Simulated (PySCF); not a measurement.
PySCF 2.14.0, BP86/def2-svp, df: Nb(S)(Cl)(OH)2 ([OH][Nb]([OH])(=[S])[Cl]), 7 atoms. The geometry is a generated start, not checked to be a minimum at this level.

```yaml
task: energy
method: bp86
basis: def2-svp
two_electron_scheme: density fitting
mol.max_memory: 3000 MB
mf.max_cycle: 100
mf.init_guess: minao (default)
mf.DIIS: CDIIS (default)
mf.conv_tol: 1e-09 (default)
mf.grids.level: 3 (default)
effective_core_potentials: those of the basis set, past Kr
basis_functions: 105
grid_points: 107984
```

```xyz
7

Nb    -0.0160    -0.0358     0.0335
S      1.7427     1.0318    -0.8510
Cl     1.0561    -1.4475     1.4284
O     -0.4717    -1.1048    -1.3180
H     -0.7025    -1.5979    -2.1113
O     -0.6417     1.2095     1.1459
H     -0.9668     1.9447     1.6725
```

Charge 0 and multiplicity 1 are set for this test and not shown to be the ground state.

One run each on 2 threads, 1 BLAS thread. Values of diis_space tried: 3, 5, 8 (default), 12, 20.

Task: Which value of diis_space needs the fewest Fock builds, and what happens away from it?

Result: Fewest Fock builds, within one of each other: 8 (default) with 18, 12 with 18, 20 with 18. The count rises to 24 at 5. The run ends without SCF convergence in 100 cycles at 3.

```csv
diis_space,Fock builds,end
3,101,no convergence
5,24,same solution
8 (default),18,same solution
12,18,same solution
20,18,same solution
```
